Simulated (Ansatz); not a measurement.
YNi (Pnma, No. 62), treated with PBEsol in Ansatz (plane waves, PAW).

Run with plane-wave cutoff 500 eV, 8×14×10 k mesh (along the axes of the cell as run), Fermi–Dirac smearing 0.1 eV, no spin polarisation, scalar-relativistic PAW data made under PBE.

Computed at the level's own relaxed cell.

Problem. Predict the volume per atom.

Solution. 
* **volume per atom**: 19.36 Å³/atom

The run finds no gap.

Computed values are for the static lattice.

Ansatz is a program for electronic structure.
